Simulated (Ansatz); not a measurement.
# Effect of biaxial strain −2.50 %, plane normal [001], relaxed out of plane on HfB2

Base system: HfB2 (space group P6/mmm, No. 191; a = 3.146 Å, c = 3.486 Å; relaxed with 0.1 eV smearing). Axes: x lies along a and z along c of the hexagonal cell.

Perturbation: compressive biaxial strain of 2.50 % in the plane normal to [001], as in epitaxy on a mismatched substrate; the out-of-plane cell vector and the atoms relax.

Method: PBE (Ansatz, a quantum-chemistry and plane-wave program), no SOC. Settings: 21×21×17 k-points, 0.1 eV Fermi–Dirac smearing.

| quantity | base | changed | shift |
|---|---|---|---|
| volume per atom | 9.96 Å³ | 9.60 Å³ | -0.36 Å³ |
| space group | P6/mmm (No. 191) | P6/mmm (No. 191) | – |
| shortest interatomic distance | 1.816 Å | 1.771 Å | -0.045 Å |
| pressure (mean of the normal stresses, compression positive) | 0.0 GPa | 10.9 GPa | +10.9 GPa |
| band gap | zero | zero | – |
| out-of-plane strain | – | +1.40 % | – |
| ratio −ε⊥/ε∥ | – | 0.56 | – |
| mean in-plane stress (compression positive) | – | +16.3 GPa | – |

Final structure (turned so that z lies along the plane normal):

```yaml
crystal:
  lattice:
    - [3.06704, 0.00000, 0.00000]
    - [1.53352, 2.65614, 0.00000]
    - [0.00000, 0.00000, 3.53501]
  atoms:
    - { symbol: Hf, position: [0.00000, 0.00000, 0.00000] }
    - { symbol: B, position: [0.66667, 0.66667, 0.50000] }
    - { symbol: B, position: [0.33333, 0.33333, 0.50000] }
```

Cost of the whole job for the changed cell (relaxation, final SCF and bands): roughly 30 core-seconds.

Stability against distortions was not tested. The final runs are not spin-polarised.
